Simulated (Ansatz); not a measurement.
MoSi2: response to strain

The reference is MoSi2 (space group I4/mmm, No. 139; a = 3.190 Å, c = 7.822 Å; relaxed with 0.1 eV smearing). Axes: x, y, z lie along a, b, c of the conventional cell.

Strains are applied to the cell and any free atomic positions relax.

The values are results of plane-wave PAW DFT at the PBEsol level (Ansatz, a first-principles code, 420 eV), scalar-relativistic without spin-orbit coupling, not measurements.

Notes on the quantities. energy relative to the base: free energy F; pressure: mean of the normal stresses, compression positive.

```json
[
 {"case": "base", "shortest interatomic distance": "2.580 Å", "energy relative to the base": "0 meV/atom", "pressure": "0.0 GPa"},
 {"case": "uniaxial strain ε_zz = −3.00 %", "shortest interatomic distance": "2.511 Å", "energy relative to the base": "+21 meV/atom", "pressure": "8.1 GPa"},
 {"case": "uniaxial strain ε_zz = −2.50 %", "shortest interatomic distance": "2.523 Å", "energy relative to the base": "+14 meV/atom", "pressure": "6.6 GPa"},
 {"case": "uniaxial strain ε_zz = −1.50 %", "shortest interatomic distance": "2.546 Å", "energy relative to the base": "+5.1 meV/atom", "pressure": "3.8 GPa"},
 {"case": "uniaxial strain ε_zz = −1.00 %", "shortest interatomic distance": "2.558 Å", "energy relative to the base": "+2.2 meV/atom", "pressure": "2.5 GPa"},
 {"case": "uniaxial strain ε_zz = −0.50 %", "shortest interatomic distance": "2.569 Å", "energy relative to the base": "+0.5 meV/atom", "pressure": "1.2 GPa"},
 {"case": "uniaxial strain ε_zz = +0.50 %", "shortest interatomic distance": "2.592 Å", "energy relative to the base": "+0.5 meV/atom", "pressure": "-1.2 GPa"},
 {"case": "uniaxial strain ε_zz = +1.00 %", "shortest interatomic distance": "2.602 Å", "energy relative to the base": "+2.1 meV/atom", "pressure": "-2.3 GPa"},
 {"case": "uniaxial strain ε_zz = +1.50 %", "shortest interatomic distance": "2.607 Å", "energy relative to the base": "+4.6 meV/atom", "pressure": "-3.3 GPa"},
 {"case": "uniaxial strain ε_zz = +3.00 %", "shortest interatomic distance": "2.614 Å", "energy relative to the base": "+18 meV/atom", "pressure": "-6.3 GPa"}
]
```

Whether these cells are dynamically stable was not tested. All final runs are without spin polarisation.
